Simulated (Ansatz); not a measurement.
# Short convergence ladders for the (110) slab of InBi (cut from a parent of space group no. 216; 8 atoms in the cell)

```
CELL_PARAMETERS angstrom
      6.78738     0.00000     0.00000
      0.00000     4.79940     0.00000
      0.00000     0.00000    21.19910
ATOMIC_POSITIONS crystal
  Bi 0.25000 0.25000 0.33020
  Bi 0.75000 0.75000 0.44340
  Bi 0.25000 0.25000 0.55660
  Bi 0.75000 0.75000 0.66980
  In 0.00000 0.25000 0.44340
  In 0.50000 0.75000 0.33020
  In 0.00000 0.25000 0.66980
  In 0.50000 0.75000 0.55660
```

Base method: PBEsol, default PAW files made with PBE (plane waves; Ansatz, an electronic-structure program).

Base settings: basis.ecutwfc = 420 eV; kpoints.mp_grid.grid = 3 3 1; hamiltonian.xc = pbesol; hamiltonian.pseudopotentials = {kind: paw} (the program's default PAW files); scf.occupations.method = gaussian; scf.occupations.width = 0.1 eV.

The count of work is k-points × plane waves × bands × iterations; it is no time. Core times come from one kind of shared machine, to one figure; runs under 30 s give none.

**The vacuum**

The mesh stays at the base's, so the ladder's end is converged at best in this setting alone.

Only quantities that move along the ladder and can be compared are tabulated.

| vacuum between outermost atoms (Å) | free energy less the last step's (meV/atom) | largest difference of a force vector from the last step's (eV/Å) | count of work / last |
|---|---|---|---|
| 3.0 | -122.43 | 1.424 | 0.31 |
| 4.0 | -19.43 | 0.524 | 0.34 |
| 5.0 | 1.12 | 0.116 | 0.33 |
| 6.0 | 0.79 | 0.034 | 0.36 |
| 7.0 | 0.07 | 0.012 | 0.38 |
| 8.0 | -0.06 | 0.004 | 0.41 |
| 10.0 | -0.02 | 0.000 | 0.46 |
| 12.0 | 0.00 | 0.000 | 0.52 |
| 14.0 | 0.00 | 0.000 | 0.57 |
| 17.0 | 0.01 | 0.000 | 0.65 |
| 20.0 | 0.00 | 0.000 | 0.73 |
| 25.0 | 0.00 | 0.000 | 0.87 |
| 30.0 | 0.00 | 0.000 | 1.0 |

Smallest vacuum between outermost atoms (Å) that holds the free energy within 2 meV/atom of the last step, with all finer ones: 5.0, at 0.33 of the last step's count of work; the step before is off by 19 meV/atom.

Smallest vacuum between outermost atoms (Å) that holds the forces within 0.005 eV/Å of the last step, with all finer ones: 8.0, at 0.41 of the last step's count of work; the step before is off by 0.012 eV/Å.

**The k-point mesh**

Only quantities that move along the ladder and can be compared are tabulated.

```csv
kpoints.mp_grid.grid,free energy less the last step's (meV/atom),largest difference of a force vector from the last step's (eV/Å),count of work / last,core time / last (rough)
1 2 1,91.80,0.440,0.057,–
2 2 1,109.55,0.349,0.11,–
2 3 1,31.85,0.110,0.11,–
3 3 1,36.23,0.119,0.11,–
3 4 1,11.58,0.060,0.17,–
3 5 1,5.20,0.034,0.17,0.2
4 5 1,3.43,0.032,0.26,0.3
4 6 1,1.17,0.016,0.34,0.3
5 7 1,0.37,0.013,0.34,0.4
6 8 1,0.15,0.005,0.57,0.5
7 10 1,0.08,0.001,0.69,0.7
8 11 1,0.01,0.001,0.86,0.8
9 13 1,0.00,0.000,1.0,1
```

Coarsest kpoints.mp_grid.grid that holds the free energy within 0.5 meV/atom of the last step, with all finer ones: 5 7 1, at 0.34 of the last step's count of work and about 0.4 of the last step's time; the step before is off by 1.2 meV/atom.

Coarsest kpoints.mp_grid.grid that holds the forces within 0.02 eV/Å of the last step, with all finer ones: 4 6 1, at 0.34 of the last step's count of work and about 0.3 of the last step's time; the step before is off by 0.032 eV/Å.

**The plane-wave cutoff**

The mesh stays at the base's, so the ladder's end is converged at best in this setting alone.

Only quantities that move along the ladder and can be compared are tabulated.

| basis.ecutwfc | free energy less the last step's (meV/atom) | largest difference of a force vector from the last step's (eV/Å) | count of work / last |
|---|---|---|---|
| 210 eV | 5768.31 | 0.128 | 0.13 |
| 250 eV | 1029.35 | 0.123 | 0.16 |
| 295 eV | 106.65 | 0.014 | 0.21 |
| 355 eV | 3.54 | 0.001 | 0.28 |
| 420 eV | 1.36 | 0.000 | 0.35 |
| 505 eV | 0.35 | 0.000 | 0.47 |
| 630 eV | 0.11 | 0.000 | 0.65 |
| 840 eV | 0.00 | 0.000 | 1.0 |

Coarsest basis.ecutwfc that holds the forces within 0.01 eV/Å of the last step, with all finer ones: 355 eV, at 0.28 of the last step's count of work; the step before is off by 0.014 eV/Å.

Coarsest basis.ecutwfc that holds the free energy within 1 meV/atom of the last step, with all finer ones: 505 eV; the step before is off by 1.4 meV/atom.

On the base run: the starting cell comes from a database of computed structures (which also holds hypothetical and non-ambient phases and stackings), without a prior relaxation at this level. The slab is cut from that crystal, and its faces are unrelaxed. Its lattice was rescaled by up to half a per cent.

Left out of this page: 1 run of the series outside the window shown, repeating another row's setting, or not comparable.

Keys are those of Ansatz 0.2.
